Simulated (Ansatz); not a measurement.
Ansatz (a program for electronic structure) run on HfC (I4mm, 2 atoms in the cell): relaxation of the atoms.

Method of the run: LDA (PW92), default PAW files made with PBE (plane waves; Ansatz).

The change in words: one atom moved by 0.15 angstrom; relax: default → atoms; relax.f_tol: default → 0.05 eV/Å. Reference geometry:
```
HfC
1.0
    0.00000     2.33160     2.33160
    2.33160     0.00000     2.33160
    2.33160     2.33160     0.00000
Hf C
1 1
Cartesian
  0.00000   0.00000   0.00000
  2.33160   2.33160   2.33160
```

Reference input (self-consistent single point, DFT, LDA (PW92), plane waves, default PAW files made with PBE): basis.ecutwfc = 30.9 Ry; kpoints.mp_grid.grid = 12 12 12; hamiltonian.xc = lda; hamiltonian.pseudopotentials = {kind: paw} (the program's default PAW files); scf.occupations.method = fermi_dirac; scf.occupations.width = 0.0073 Ry. This run's input differs from it in these lines:

```diff
@@ -6,3 +6,3 @@
   atoms:
-    - { symbol: Hf, position_ang: [0.00000000, 0.00000000, 0.00000000] }
+    - { symbol: Hf, position_ang: [0.00000000, 0.00000000, 0.15000115] }
     - { symbol: C, position_ang: [2.33160000, 2.33160000, 2.33160000] }
@@ -17,2 +17,4 @@
   occupations: { method: fermi_dirac, width: 0.0073 Ry }
+relax:
+  f_tol: 0.05
 output:
```

Output, abridged:

```
   [... SCF lines of the steps left out ...]
relax step   1: F+E_penalty+E_count = -15721.74076996 eV  Δ(F+E_penalty+E_count) = +0.000e0 eV  max|allowed force component| = 1.051e0 eV/Å  Δτ_max = 0.0000 Å  (6 SCF iters, dr2 threshold 6.25e-5 eV, accepted)
relax step   2: F+E_penalty+E_count = -15721.79851169 eV  Δ(F+E_penalty+E_count) = -5.774e-2 eV  max|allowed force component| = 5.103e-1 eV/Å  Δτ_max = 0.0375 Å  (6 SCF iters, dr2 threshold 6.90e-5 eV, accepted)
relax step   3: F+E_penalty+E_count = -15721.81759023 eV  Δ(F+E_penalty+E_count) = -1.908e-2 eV  max|allowed force component| = 4.110e-3 eV/Å  Δτ_max = 0.0372 Å  (5 SCF iters, dr2 threshold 1.63e-5 eV, accepted)
relax step   4: F+E_penalty+E_count = -15721.81759051 eV  Δ(F+E_penalty+E_count) = -2.814e-7 eV  max|allowed force component| = 4.171e-3 eV/Å  Δτ_max = 0.0000 Å  (3 SCF iters, accepted)
the relaxation is at rest under the 8 symmetry operations that the run kept from its start: a minimum is not shown …
Stability not checked: this state was not tested for a lower state beside it, because too few of the mixer's solves of this state at the end of the SCF gave a …
Free energy (F): -15721.817591 eV
Internal energy: -15721.808107 eV  (E = F + TS)
E sigma→0 (E₀):  -15721.812849 eV
Entropy (-TS):   -0.009484 eV (-4.742 meV/atom)
Fermi energy:    19.597647 eV
--- Forces (eV/Å), atoms counted from 1 ---
  atom   1  Hf     0.00000000     0.00000000    -0.00411125
   [... lines left out ...]
--- Relaxed structure (4 steps of the walk, 4 accepted, 0 SCFs on fresh bases) ---
  F+E_penalty+E_count = -15721.81759051 eV   max|allowed force component| = 4.171e-3 eV/Å
  atoms:
    - { symbol: Hf, position: [0.016148732478512434, 0.016148732478512434, -0.016148732478512434] }
    - { symbol: C, position: [0.5160182665779295, 0.5160182665779295, 0.4839817334220705] }
```

The run converged.  The full log also holds: “iter 5 did not close the SCF: its close was put off for the readings that it lacked (scf_convergence_deferred on its scf_iter line)”.

Summary of the result:
```
Property                                                  Value
-----------------------------------------------  --------------
Free energy E − TS (on the zero of these files)  -15721.8176 eV
Fermi level (on the code's own zero)                   19.60 eV
Pressure                                             -13.65 GPa
Largest force (vector length)                        0.004 eV/Å
Relaxation steps                                              4
```

The starting cell has typed, rounded lattice constants, without a prior relaxation at this level. Its lattice was rescaled by up to half a per cent. For this run, on top of that: one atom moved by 0.15 angstrom. The relaxation keeps the symmetry of its start, so its end need not be a minimum. Ansatz's pressure includes its estimate of the finite-basis (Pulay) stress.

Keys are those of Ansatz 0.2.
